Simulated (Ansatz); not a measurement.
# The (322) surface of fcc Pb in its 1x1 cell, outermost plane spacing 0.61 Å in the ideal cut

These are r2SCAN, at the PBE geometry (plane waves to 500 eV, PAW; Ansatz, an electronic-structure program) values and carry that method's errors.

Set-up: 18 atoms, 10.4 Å thick at the start (thin: gaps and levels are the slab's own); mesh 11x3x1; 0.1 eV smearing; dipole correction on; single point; on the structure that PBE left under its start's symmetry; no spin, no spin-orbit, no U.

The surface energy (mean of both faces) is 0.31 J/m², the work function of the top face comes out as 3.88 eV and the cost comes out as around 9 core-minutes (rough).
